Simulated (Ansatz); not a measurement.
Given:

```xyz
4
Lattice="-1.6603 1.6603 5.6445 1.6603 -1.6603 5.6445 1.6603 1.6603 -5.6445" Properties=species:S:1:pos:R:3 pbc="T T T"
Nb     0.0000     0.0000     8.4689
Nb     1.6603     0.0000     5.6467
P      0.0000     0.0000     3.7529
P      1.6603     0.0000     0.9306
```

Computed with PBEsol with spin-orbit coupling, rigid bands (plane waves, PAW; Ansatz, a program for electronic structure). How the cell was made: cell and atoms relaxed with PBEsol.

Is this a good metal at this level?

No. No gap is resolved, and few carriers conduct, as in a semimetal or a zero-gap semiconductor. N(E_F) = 0.162 states/eV a cell at 300 K and the Drude plasma energy along the best axis is 1.29 eV, several times under that of a simple or noble metal.

Computed structure with no diffraction record at hand here (it may be known, metastable or hypothetical): NbP (I4_1md).
